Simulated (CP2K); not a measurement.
## CP2K run on NaI (Fm-3m, 2 atoms in the cell): self-consistent single point

Method of the run: CP2K with LDA (Pade form), GPW, DZVP-MOLOPT-SR-GTH basis, GTH-PADE potentials (GTH_POTENTIALS).

The input file:

```
&GLOBAL
  PROJECT nai
  RUN_TYPE ENERGY_FORCE
  PRINT_LEVEL MEDIUM
&END GLOBAL
&FORCE_EVAL
  METHOD Quickstep
  STRESS_TENSOR ANALYTICAL
  &DFT
    BASIS_SET_FILE_NAME BASIS_MOLOPT
    POTENTIAL_FILE_NAME GTH_POTENTIALS
    &QS
      METHOD GPW
      EPS_DEFAULT 1E-10
    &END QS
    &MGRID
      CUTOFF 950
      REL_CUTOFF 50
      NGRIDS 5
    &END MGRID
    &SCF
      SCF_GUESS ATOMIC
      EPS_SCF 1E-7
      MAX_SCF 100
      ADDED_MOS 4
      &DIAGONALIZATION
        ALGORITHM STANDARD
      &END DIAGONALIZATION
      &MIXING
        METHOD BROYDEN_MIXING
        ALPHA 0.2
        NBUFFER 10
        BETA 1
      &END MIXING
      &SMEAR ON
        METHOD FERMI_DIRAC
        ELECTRONIC_TEMPERATURE [K] 116.05
      &END SMEAR
    &END SCF
    &KPOINTS
      SCHEME MONKHORST-PACK 3 3 3
    &END KPOINTS
    &XC
      &XC_FUNCTIONAL PADE
      &END XC_FUNCTIONAL
    &END XC
    &PRINT
      &MO
        EIGENVALUES T
        OCCUPATION_NUMBERS T
        NDIGITS 8
        FILENAME mo
        &EACH
          QS_SCF 0
        &END EACH
        ADD_LAST NUMERIC
      &END MO
      &MULLIKEN ON
      &END MULLIKEN
    &END PRINT
  &END DFT
  &SUBSYS
    &CELL
      A 4.58870600 0.00000000 0.00000000
      B 2.29435300 3.97393600 0.00000000
      C 2.29435300 1.32464500 3.74666300
      PERIODIC XYZ
    &END CELL
    &COORD
      Na       0.00000000     0.00000000     0.00000000
      I        4.58870600     2.64929050     1.87333150
    &END COORD
    &KIND Na
      BASIS_SET DZVP-MOLOPT-SR-GTH-q9
      POTENTIAL GTH-PADE-q9
    &END KIND
    &KIND I
      BASIS_SET DZVP-MOLOPT-SR-GTH-q7
      POTENTIAL GTH-PADE-q7
    &END KIND
  &END SUBSYS
  &PRINT
    &FORCES ON
    &END FORCES
    &STRESS_TENSOR ON
    &END STRESS_TENSOR
  &END PRINT
&END FORCE_EVAL
```

The program printed (abridged):

```
 GLOBAL| Method name                                                        CP2K
 GLOBAL| Project name                                                        nai
 GLOBAL| Run type                                                   ENERGY_FORCE

 CELL| Volume [angstrom^3]:                                            68.321239
 CELL| Vector a [angstrom]:       4.589     0.000     0.000   |a| =     4.588706
 CELL| Vector b [angstrom]:       2.294     3.974     0.000   |b| =     4.588706
 CELL| Vector c [angstrom]:       2.294     1.325     3.747   |c| =     4.588706
 CELL| Angle (b,c), alpha [degree]:                                    60.000005
 CELL| Angle (a,c), beta  [degree]:                                    60.000001
 CELL| Angle (a,b), gamma [degree]:                                    60.000000
 CELL| Numerically orthorhombic:                                              NO
 CELL| Periodicity                                                           XYZ

 DFT| Spin restricted Kohn-Sham (RKS) calculation                            RKS
 DFT| Multiplicity                                                             1
 DFT| Number of spin states                                                    1
 DFT| Charge                                                                   0
 DFT| XC density smoothing                                                  NONE
 DFT| XC derivatives                                                          PW

 QS| Method:                                                                 GPW
 QS| Density plane wave grid type                        NON-SPHERICAL FULLSPACE
 QS| Number of grid levels:                                                    5
 QS| Density cutoff [a.u.]:                                                475.0
 QS| Multi grid cutoff [a.u.]: 1) grid level                               475.0
   [... lines left out ...]
 BRILLOUIN| Wavefunction type                                            COMPLEX
 BRILLOUIN| List of Kpoints [2 Pi/Bohr]                                       14
 BRILLOUIN| Number           Weight            X              Y              Z
 BRILLOUIN|     1           0.07407       -0.33333       -0.33333       -0.33333
 BRILLOUIN|     2           0.07407       -0.33333       -0.33333        0.00000
 BRILLOUIN|     3           0.07407       -0.33333       -0.33333        0.33333
   [... 11 lines left out ...]
 *******************************************************************************

 Extrapolation method: initial_guess

 Re-scaling the density matrix to get the right number of electrons
                  # Electrons              Trace(P)               Scaling factor
                           16                16.000                        1.000

 Number of electrons:                                                         16
 Number of occupied orbitals:                                                  8
 Number of molecular orbitals:                                                12

 Number of orbital functions:                                                 22
 Number of independent orbital functions:                                     22
 SCF WAVEFUNCTION OPTIMIZATION

  Step     Update method      Time    Convergence         Total energy    Change
     1 NoMix/Diag. 0.20E+00      -     2.02244173       -59.3410780010 -5.93E+01
     2 Broy./Diag. 0.20E+00      -     0.00790648       -59.1191054226  2.22E-01
     3 Broy./Diag. 0.20E+00      -     0.04466354       -59.3361436897 -2.17E-01
     4 Broy./Diag. 0.20E+00      -     0.00527198       -59.4017157058 -6.56E-02
     5 Broy./Diag. 0.20E+00      -     0.00428006       -59.3547432887  4.70E-02
     6 Broy./Diag. 0.20E+00      -     0.00064448       -59.3479762492  6.77E-03
     7 Broy./Diag. 0.20E+00      -     0.00019587       -59.3507987364 -2.82E-03
   [... 2 lines left out ...]
    10 Broy./Diag. 0.20E+00      -     0.00001299       -59.3489393328  1.58E-06
    11 Broy./Diag. 0.20E+00      -     0.00000244       -59.3489820560 -4.27E-05
    12 Broy./Diag. 0.20E+00      -     0.00000097       -59.3489951806 -1.31E-05
    13 Broy./Diag. 0.20E+00      -     0.00000032       -59.3489985051 -3.32E-06
    14 Broy./Diag. 0.20E+00      -     0.00000001       -59.3489987453 -2.40E-07
  *** SCF run converged in    14 steps ***

  Electronic density on regular grids:        -15.9999999878        0.0000000122
  Core density on regular grids:               15.9999999984       -0.0000000016
  Total charge density on r-space grids:        0.0000000106
  Total charge density g-space grids:           0.0000000106

  Overlap energy of the core charge distribution:               0.00000000000000
  Self energy of the core charge distribution:               -151.62595057845951
  Core Hamiltonian energy:                                     38.99211527055829
  Hartree energy:                                              62.52433054622247
  Exchange-correlation energy:                                 -9.23949398366360
  Electronic entropic energy:                                  -0.00000000000000
  Fermi energy:                                                 0.12964189934481

  Total energy:                                               -59.34899874534236
  Total energy (extrapolated to T->0):                        -59.34899874534236

                     Mulliken Population Analysis

 #  Atom  Element  Kind  Atomic population                           Net charge
       1     Na       1          8.592985                              0.407015
       2     I        2          7.407015                             -0.407015
 # Total charge                             16.000000                 -0.000000

 ENERGY| Total FORCE_EVAL ( QS ) energy [hartree]            -59.348998685337612

 FORCES| Atomic forces [hartree/bohr]
 FORCES|   Atom     x               y               z               |f|
 FORCES|      1  3.01044742E-15  6.42175954E-15 -8.67220349E-14   8.70115689E-14
 FORCES|      2 -1.03768899E-14  2.67585877E-14 -2.00374083E-14   3.50028512E-14
 FORCES| Sum    -7.36644253E-15  3.31803472E-14 -1.06759443E-13
 FORCES| Total atomic force                                       1.12039183E-13

 STRESS| Analytical stress tensor [bar]
 STRESS|                        x                   y                   z
 STRESS|      x       -1.22513561349E+04   8.75690398451E-03   6.19205249603E-03
 STRESS|      y        8.75690398451E-03  -1.22513652840E+04   1.30845783148E-02
 STRESS|      z        6.19205249603E-03   1.30845783148E-02  -1.22513787724E+04
 STRESS| 1/3 Trace                                            -1.22513667304E+04
```

The run converged in 14 iterations.

The starting cell has typed, rounded lattice constants, without a prior relaxation at this level. Its lattice was rescaled by up to half a per cent. Values carry the incompleteness of an atom-centred basis.
